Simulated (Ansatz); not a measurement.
Start from TeO₂ in the fluorite structure (space group Fm-3m, No. 225; a = 5.323 Å; a hypothetical phase, not in the database extracts checked).

One thing is altered: a negative pressure, −1 GPa.

Levels (all Ansatz, a first-principles code, PAW, earlier PAW set): PBEsol (420 eV, no SOC); r2SCAN (500 eV, scalar-relativistic without spin-orbit coupling); HSE06 (420 eV, no SOC); PBEsol+SOC (420 eV, spin-orbit coupling included); HSE06+SOC (420 eV, with spin-orbit coupling).

At the geometry relaxed with PBEsol, these levels gave the following band gaps, in shuffled order: (a) 0.68 eV, (b) 0.73 eV, (c) 1.01 eV, (d) 1.62 eV, (e) 1.57 eV.

### Question
Match each gap to its level.

### Answer
(a) PBEsol+SOC; (b) PBEsol; (c) r2SCAN; (d) HSE06; (e) HSE06+SOC.

Single points use the geometry relaxed with PBEsol. The hybrid gap comes from the SCF mesh plus the semilocal run's edge points and a few special points and is an upper bound. Differences between runs with and without spin-orbit coupling are approximate. Spin-orbit coupling, missing from the scalar runs, can matter with Te. Load acts through the strain it causes; cell and atoms are relaxed under it. Stability against distortions was not tested.
